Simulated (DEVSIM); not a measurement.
Schottky contact on n-type Si

System: Schottky contact on n-type Si, at 300 K.

| layer (left to right) | material | thickness (μm) | Nd (cm⁻³) | τn (s) | τp (s) |
|---|---|---|---|---|---|
| 1 | Si | 0.530 | 3.5e16 | 8.9e-7 | 8.9e-7 |

Left contact: Schottky, work function 4.66 eV, emission velocity 6.5e6 cm/s. Right contact: ohmic. Voltage is applied to the left contact. Recombination: SRH at mid-gap. Mobility is constant in doping.

The device is made up for the run: typed textbook-type constants, with dimensions and the other settings drawn at random. Values at 300 K.

| parameter | Si |
|---|---|
| gap (eV) | 1.124 |
| affinity (eV) | 4.05 |
| permittivity | 11.7 |
| Nc (cm⁻³) | 2.86e19 |
| Nv (cm⁻³) | 3.1e19 |
| μn (cm²/Vs) | 1417 |
| μp (cm²/Vs) | 470 |

Model (solved in DEVSIM): 1D drift-diffusion, Boltzmann statistics, complete ionisation; no tunnelling, impact ionisation, image-force lowering or self-heating. Metal contacts follow the ideal Schottky-Mott rule: no Fermi-level pinning, no interface dipoles.

- Potential step across the device at zero bias = 0.437 V
- Largest field in the device at zero bias = 66000 V/cm
- Dark forward voltage at 1 A/cm² = 0.168 V
- Dark forward voltage at 100 A/cm² = 0.288 V

Small-signal capacitance in reverse bias (quasi-static):

| V (V) | C (nF/cm²) |
|---|---|
| -0.04 | 80.2 |
| -0.1 | 75.4 |
| -0.2 | 68.9 |
| -0.3 | 63.9 |
| -0.4 | 59.8 |
| -0.6 | 53.6 |
| -0.8 | 49.0 |
| -1 | 45.4 |
| -1.3 | 41.2 |
| -1.6 | 38.0 |
| -2 | 34.7 |

Dark reverse current:

```json
[
 {"V (V)": "-0.04", "J (A/cm²)": "-0.0012"},
 {"V (V)": "-0.10", "J (A/cm²)": "-0.0016"},
 {"V (V)": "-0.20", "J (A/cm²)": "-0.0016"},
 {"V (V)": "-0.30", "J (A/cm²)": "-0.0016"},
 {"V (V)": "-0.40", "J (A/cm²)": "-0.0016"},
 {"V (V)": "-0.60", "J (A/cm²)": "-0.0016"},
 {"V (V)": "-0.80", "J (A/cm²)": "-0.0016"},
 {"V (V)": "-1.00", "J (A/cm²)": "-0.0016"},
 {"V (V)": "-1.30", "J (A/cm²)": "-0.0016"},
 {"V (V)": "-1.60", "J (A/cm²)": "-0.0016"},
 {"V (V)": "-2.00", "J (A/cm²)": "-0.0016"}
]
```
